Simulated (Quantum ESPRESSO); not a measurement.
Worked example: self-consistent single point of VFe₃ (I4/mmm, 4 atoms in the cell) in Quantum ESPRESSO.

Method: PBEsol, PseudoDojo standard norm-conserving (PBESOL) pseudopotentials (plane waves; Quantum ESPRESSO 7.5).

The change in words: lattice scaled by 0.98. Reference geometry:
```xyz
4
Lattice="2.0437 -2.0437 2.8971 2.0437 2.0437 2.8971 -2.0437 -2.0437 2.8971" Properties=species:S:1:pos:R:3 pbc="T T T"
V      0.0000     0.0000     2.8971
Fe    -2.0437     0.0000     1.4486
Fe     0.0000     2.0437     1.4486
Fe     0.0000     0.0000     0.0000
```
Moments meant for the start (each program seeds them in its own way; μB, in the order of the atoms V Fe Fe Fe): 2.0 4.0 4.0 4.0.

Reference input (self-consistent single point, DFT, PBEsol, plane waves, PseudoDojo standard norm-conserving (PBESOL) pseudopotentials): ecutwfc = 90 Ry; occupations = smearing; smearing = gaussian; degauss = 0.019992 Ry; nspin = 2; potentials = {V: V.upf, Fe: Fe.upf}; K_POINTS = automatic 6 6 6 0 0 0; conv_thr = 1e-09 Ry; mixing_beta = 0.3. This run's input differs from it in these lines:

```diff
@@ -10,4 +10,4 @@
     ibrav = 7,
-    celldm(1) = 7.7239720755,
-    celldm(3) = 1.417607985614,
+    celldm(1) = 7.5694945237,
+    celldm(3) = 1.417607431988,
     nat = 4,
```

Log, with long lists cut:

```
     Self-consistent Calculation

     iteration #  1     ecut=    90.00 Ry     beta= 0.30

     Threshold (ethr) on eigenvalues was too large:
     Diagonalizing with lowered threshold

     total energy              =    -898.58037713 Ry
     estimated scf accuracy    <       0.58637550 Ry

     total magnetization       =     7.36 Bohr mag/cell
     absolute magnetization    =     7.46 Bohr mag/cell

     iteration #  2     ecut=    90.00 Ry     beta= 0.30

     total energy              =    -898.53486458 Ry
     estimated scf accuracy    <       1.35112687 Ry

     total magnetization       =     7.68 Bohr mag/cell
   [... lines left out ...]

     iteration # 22     ecut=    90.00 Ry     beta= 0.30

     total energy              =    -898.79878740 Ry
     estimated scf accuracy    <          1.3E-09 Ry

     total magnetization       =     5.00 Bohr mag/cell
     absolute magnetization    =     7.16 Bohr mag/cell

     iteration # 23     ecut=    90.00 Ry     beta= 0.30

     Magnetic moment per site  (integrated on atomic sphere of radius R)
     atom   1 (R=0.253)  charge= 10.9687  magn= -0.7651
     atom   2 (R=0.253)  charge= 14.4680  magn=  1.8002
     atom   3 (R=0.253)  charge= 14.4680  magn=  1.8002
     atom   4 (R=0.253)  charge= 14.4100  magn=  2.4386
     End of self-consistent calculation

     the Fermi energy is    19.1451 ev

!    total energy              =    -898.79878740 Ry
     estimated scf accuracy    <          1.2E-10 Ry
     smearing contrib. (-TS)   =      -0.00610398 Ry
     internal energy E=F+TS    =    -898.79268341 Ry

     total magnetization       =     5.00 Bohr mag/cell
     absolute magnetization    =     7.16 Bohr mag/cell

     convergence has been achieved in  23 iterations

     Forces acting on atoms (cartesian axes, Ry/au):

     atom    1 type  1   force =     0.00000000    0.00000000    0.00000000
   [... zero for the other atoms too ...]

     Total force =     0.000000     Total SCF correction =     0.000000

          total   stress  (Ry/bohr**3)                   (kbar)     P=      -37.79
  -0.00024950  -0.00000000  -0.00000000          -36.70       -0.00       -0.00
  -0.00000000  -0.00024950  -0.00000000           -0.00      -36.70       -0.00
  -0.00000000  -0.00000000  -0.00027170           -0.00       -0.00      -39.97

   JOB DONE.
```

The run converged in 23 iterations. Against the reference run the free energy goes down by 39.5 meV/atom, the pressure goes from -13.45 to -3.78 GPa and the size of the net moment goes from 1.29 to 1.25 μB/atom.

The starting cell comes from a database of computed structures (which also holds hypothetical and non-ambient phases and stackings), without a prior relaxation at this level. For this run, on top of that: lattice scaled by 0.98. The magnetic order is the one reached from the typed start; others were not searched systematically. With a pressure of about -4 GPa the cell is away from its equilibrium volume at this level.

Cost on one core of a shared machine: roughly 7 min.
